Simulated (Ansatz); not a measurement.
Take Au in the fcc (Cu type) structure (space group Fm-3m, No. 225; a = 4.083 Å; relaxed with 0.1 eV smearing) as the base.

Structures relaxed with PBEsol, PAW, 420 eV (Ansatz, an electronic-structure program; no spin-orbit coupling), earlier PAW set.

Base:

Simulated powder pattern, Co Kα, λ = 1.79026 Å (kinematic, ideal powder, no thermal factors, no anomalous dispersion; the 10 strongest lines at most, above 2 %, up to 2θ = 90°):

```json
[
 {"2θ (°)": "44.63", "I/Imax (%)": "100", "hkl": "(111)"},
 {"2θ (°)": "52.01", "I/Imax (%)": "49", "hkl": "(200)"},
 {"2θ (°)": "76.65", "I/Imax (%)": "33", "hkl": "(220)"}
]
```

The change: every lattice vector is stretched by 3.72 %; the atoms relax in the strained cell.

After the change:

Simulated powder pattern, Co Kα, λ = 1.79026 Å (kinematic, ideal powder, no thermal factors, no anomalous dispersion; the 10 strongest lines at most, above 2 %, up to 2θ = 90°):

```
2θ (°)  I/Imax (%)    hkl
------  ----------  -----
42.95          100  (111)
50.02           49  (200)
73.43           33  (220)
89.02           44  (311)
```

The indices refer to the base's conventional cell; one index is shown for lines that coincide.

Stability against distortions was not tested.
